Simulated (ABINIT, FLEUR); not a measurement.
A FLEUR input for a self-consistent single point of LaBi2ClO4 (P4/mmm, 8 atoms in the cell) (DFT, LDA (Perdew-Zunger), all-electron FLAPW (FLEUR), scalar-relativistic valence):

Input of the input generator:

```
LaBi2ClO4 FLAPW
&input film=f /
1.0000000000 0.0000000000 0.0000000000
0.0000000000 1.0000000000 0.0000000000
0.0000000000 0.0000000000 2.3397904184
7.5379285385
1.0 1.0 1.0

8
57 0.0000000000 0.0000000000 0.0000000000
83 0.5000000000 0.5000000000 0.2783800000
83 0.5000000000 0.5000000000 0.7216200000
17 0.0000000000 0.0000000000 0.5000000000
8 0.0000000000 0.5000000000 0.1616600000
8 0.0000000000 0.5000000000 0.8383400000
8 0.5000000000 0.0000000000 0.1616600000
8 0.5000000000 0.0000000000 0.8383400000

&comp jspins=1 /
&exco xctyp='pz' /
&kpt div1=6 div2=6 div3=3 gamma=t /
&end /
```

```xml
<?xml version="1.0" encoding="UTF-8" standalone="no"?>
<fleurInput fleurInputVersion="0.39">
   <comment>
      LaBi2ClO4 FLAPW                                                                                     
   </comment>
   <calculationSetup>
      <cutoffs Kmax="4.2" Gmax="14.7" GmaxXC="14.7" numbands="0"/>
      <scfLoop itmax="60" minDistance="0.00001" maxIterBroyd="40" imix="Anderson" alpha="0.05" precondParam="0.0" spinf="2.0"/>
      <coreElectrons ctail="T" frcor="F" kcrel="0" coretail_lmax="0"/>
      <xcFunctional name="pz" relativisticCorrections="F"/>
      <magnetism jspins="1"/>
      <soc l_soc="F" theta="0.0" phi="0.0" spav="F"/>
      <expertModes spex="0" secvar="F"/>
      <geometryOptimization l_f="T" forcealpha="1.0" forcemix="BFGS" epsdisp="0.00001" epsforce="0.00001"/>
      <ldaU l_linMix="F" mixParam="0.05" spinf="1.0"/>
   </calculationSetup>
   <cell>
      <bzIntegration valenceElectrons="72.0" mode="hist" fermiSmearingEnergy="0.00073499">
         <kPointListSelection listName="default-1"/>
         <!-- k-points included here -->
         <xi:include xmlns:xi="http://www.w3.org/2001/XInclude" href="kpts.xml"> </xi:include>
      </bzIntegration>
      <!-- symmetry operations included here -->
      <xi:include xmlns:xi="http://www.w3.org/2001/XInclude" href="sym.xml"> </xi:include>
      <bulkLattice scale="1.0">
         <bravaisMatrix>
            <row-1>    7.5379285385000001     0.0000000000000000     0.0000000000000000</row-1>
            <row-2>    0.0000000000000000     7.5379285385000001     0.0000000000000000</row-2>
            <row-3>    0.0000000000000000     0.0000000000000000    17.6371729689662153</row-3>
         </bravaisMatrix>
      </bulkLattice>
   </cell>
   <atomSpecies>
      <species name="Lanthanum (La)" element="La" atomicNumber="57">
         <mtSphere radius="2.68" gridPoints="925" logIncrement="0.014"/>
         <atomicCutoffs lmax="10" lnonsphr="8"/>
         <electronConfig flipSpins="F">
            <coreConfig>(1s1/2) (2s1/2) (2p1/2) (2p3/2) (3s1/2) (3p1/2) (3p3/2) (4s1/2) (3d3/2) (3d5/2) (4p1/2) (4p3/2) (4d3/2) (4d5/2)</coreConfig>
            <valenceConfig>(5s1/2) (5p1/2) (5p3/2) (6s1/2) (5d3/2) (5d5/2)</valenceConfig>
            <stateOccupation state="(5d3/2)" spinUp="0.2" spinDown="0.2"/>
            <stateOccupation state="(5d5/2)" spinUp="0.3" spinDown="0.3"/>
         </electronConfig>
         <energyParameters s="6" p="6" d="5" f="4"/>
         <lo type="SCLO" l="0" n="5" eDeriv="0"/>
         <lo type="SCLO" l="1" n="5" eDeriv="0"/>
      </species>
      <species name="Bismuth (Bi)" element="Bi" atomicNumber="83">
         <mtSphere radius="2.57" gridPoints="885" logIncrement="0.015"/>
         <atomicCutoffs lmax="10" lnonsphr="8"/>
         <electronConfig flipSpins="F">
            <coreConfig>(1s1/2) (2s1/2) (2p1/2) (2p3/2) (3s1/2) (3p1/2) (3p3/2) (4s1/2) (3d3/2) (3d5/2) (4p1/2) (4p3/2) (5s1/2) (4d3/2) (4d5/2) (5p1/2) (5p3/2) (4f5/2) (4f7/2)</coreConfig>
            <valenceConfig>(6s1/2) (5d3/2) (5d5/2) (6p1/2) (6p3/2)</valenceConfig>
            <stateOccupation state="(6p1/2)" spinUp="0.5" spinDown="0.5"/>
            <stateOccupation state="(6p3/2)" spinUp="1.0" spinDown="1.0"/>
         </electronConfig>
         <energyParameters s="6" p="6" d="6" f="5"/>
         <lo type="SCLO" l="2" n="5" eDeriv="0"/>
      </species>
      <species name="Chlorine (Cl)" element="Cl" atomicNumber="17">
         <mtSphere radius="2.68" gridPoints="925" logIncrement="0.013"/>
         <atomicCutoffs lmax="10" lnonsphr="8"/>
         <electronConfig flipSpins="F">
            <coreConfig>(1s1/2) (2s1/2) (2p1/2) (2p3/2)</coreConfig>
            <valenceConfig>(3s1/2) (3p1/2) (3p3/2)</valenceConfig>
            <stateOccupation state="(3p1/2)" spinUp="0.8333333333333" spinDown="0.8333333333333"/>
            <stateOccupation state="(3p3/2)" spinUp="1.6666666666667" spinDown="1.6666666666667"/>
         </electronConfig>
         <energyParameters s="3" p="3" d="3" f="4"/>
      </species>
      <species name="Oxygen (O)" element="O" atomicNumber="8">
         <mtSphere radius="1.44" gridPoints="499" logIncrement="0.021"/>
         <atomicCutoffs lmax="6" lnonsphr="4"/>
         <electronConfig flipSpins="F">
            <coreConfig>(1s1/2)</coreConfig>
            <valenceConfig>(2s1/2) (2p1/2) (2p3/2)</valenceConfig>
            <stateOccupation state="(2p1/2)" spinUp="0.6666666666667" spinDown="0.6666666666667"/>
            <stateOccupation state="(2p3/2)" spinUp="1.3333333333333" spinDown="1.3333333333333"/>
         </electronConfig>
         <energyParameters s="2" p="2" d="3" f="4"/>
      </species>
   </atomSpecies>
   <atomGroups>
      <atomGroup species="Lanthanum (La)">
         <relPos label="                   1">.0000000000 .0000000000 .0000000000</relPos>
         <force calculate="T" relaxXYZ="TTT"/>
      </atomGroup>
      <atomGroup species="Bismuth (Bi)">
         <relPos label="                   2">1.000/2.000 1.000/2.000 .2783800000</relPos>
         <relPos label="                   3">1.000/2.000 1.000/2.000 -.2783800000</relPos>
         <force calculate="T" relaxXYZ="TTT"/>
      </atomGroup>
      <atomGroup species="Chlorine (Cl)">
         <relPos label="                   4">.0000000000 .0000000000 1.000/2.000</relPos>
         <force calculate="T" relaxXYZ="TTT"/>
      </atomGroup>
      <atomGroup species="Oxygen (O)">
         <relPos label="                   5">.0000000000 1.000/2.000 .1616600000</relPos>
         <relPos label="                   6">.0000000000 1.000/2.000 -.1616600000</relPos>
         <relPos label="                   7">1.000/2.000 .0000000000 .1616600000</relPos>
         <relPos label="                   8">1.000/2.000 .0000000000 -.1616600000</relPos>
         <force calculate="T" relaxXYZ="TTT"/>
      </atomGroup>
   </atomGroups>
   <output dos="F" band="F" slice="F">
      <checks vchk="F" cdinf="F"/>
      <bandDOS minEnergy="-.5*Htr" maxEnergy="0.5*Htr" sigma="0.015" storeEVData="T"/>
      <vacuumDOS vacdos="F" integ="F" star="F" nstars="0" locx1="0.0" locy1="0.0" locx2="0.0" locy2="0.0" nstm="0" tworkf="0.0"/>
      <unfoldingBand unfoldBand="F" supercellX="1" supercellY="1" supercellZ="1"/>
      <plotting iplot="0" polar="F">
         <plot TwoD="T" vec1="  1.0  0.0  0.0" vec2="  0.0  1.0  0.0" vec3="  0.0  0.0  1.0" zero="  0.0  0.0  0.0" file="plot"/>
      </plotting>
      <chargeDensitySlicing numkpt="0" minEigenval="0.0" maxEigenval="0.0" nnne="0" pallst="F"/>
      <specialOutput eonly="F"/>
      <magneticCircularDichroism mcd="F" energyLo="-10.0" energyUp="0.0"/>
   </output>
  <!-- We include the file relax.xml here to enable relaxations (see documentation) -->
  <xi:include xmlns:xi="http://www.w3.org/2001/XInclude" href="relax.xml"> <xi:fallback/> </xi:include>
</fleurInput>
```

Question: Translate this input to ABINIT.

Answer: This is the input that was run; spellings and numerical settings could be chosen otherwise.

```
# LaBi2ClO4, JTH v2.0 LDA PAW
pp_dirpath "./"
pseudos "La.LDA_PW-JTH.xml, Bi.LDA_PW-JTH.xml, Cl.LDA_PW-JTH.xml, O.LDA_PW-JTH.xml"
acell 3.9889000000 3.9889000000 9.3331900000 Angstrom
rprim
         1.0000000000    0.0000000000    0.0000000000
         0.0000000000    1.0000000000    0.0000000000
         0.0000000000    0.0000000000    1.0000000000
natom 8
ntypat 4
znucl 57 83 17 8
typat 1 2 2 3 4 4 4 4
xred
         0.0000000000    0.0000000000    0.0000000000
         0.5000000000    0.5000000000    0.2783800000
         0.5000000000    0.5000000000    0.7216200000
         0.0000000000    0.0000000000    0.5000000000
         0.0000000000    0.5000000000    0.1616600000
         0.0000000000    0.5000000000    0.8383400000
         0.5000000000    0.0000000000    0.1616600000
         0.5000000000    0.0000000000    0.8383400000
ecut 707 eV
pawecutdg 1415 eV
pawxcdev 0
ixc 7
occopt 3
tsmear 0.00073499
nband 46
kptopt 1
ngkpt 6 6 3
nshiftk 1
shiftk 0 0 0
nstep 100
tolvrs 1.0e-12
prtwf 0
prtden 0
enunit 1
```

Basis, cutoffs, solver keys and any potentials are the target program's own. This input uses DFT, LDA (PW92), plane waves, PAW (JTH v2.0 LDA PAW). LDA parametrisations can differ slightly between programs.

The starting cell comes from a database of computed structures (which also holds hypothetical and non-ambient phases and stackings), without a prior relaxation at this level.
